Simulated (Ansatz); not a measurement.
Consider V$_{2}$O$_{3}$ in the corundum structure (space group R-3c, No. 167; a = 4.7752 Å, c = 14.2339 Å (hexagonal axes); ferromagnetic). Axes: x lies along a and z along c of the hexagonal cell.

Computed with PBEsol/PAW in Ansatz (a quantum-chemistry and plane-wave program), without spin-orbit coupling, earlier PAW set.

Before the change:

The pressure is 0.0 GPa.

It is then changed as follows: tensile biaxial strain of 1.56 % in the plane normal to [001], as in epitaxy on a mismatched substrate; the out-of-plane cell vector and the atoms relax.

Q: What does the calculation give for the energy relative to the base and pressure after the change?

A: The energy increases by 4.4 meV/atom; the pressure (mean of the normal stresses, compression positive) goes from zero to -3.2 GPa.

Other magnetic orders, which the real material may have, were not ruled out. Without a gap, meshes like the base's 12×12×12 leave anisotropic stresses uncertain by several tenths of a GPa, and small strain energies with them. Stability against distortions was not tested. No Hubbard U is applied, and correlation can decide whether such a compound is a metal. The base started in C2/c and relaxed to R-3c at this level.
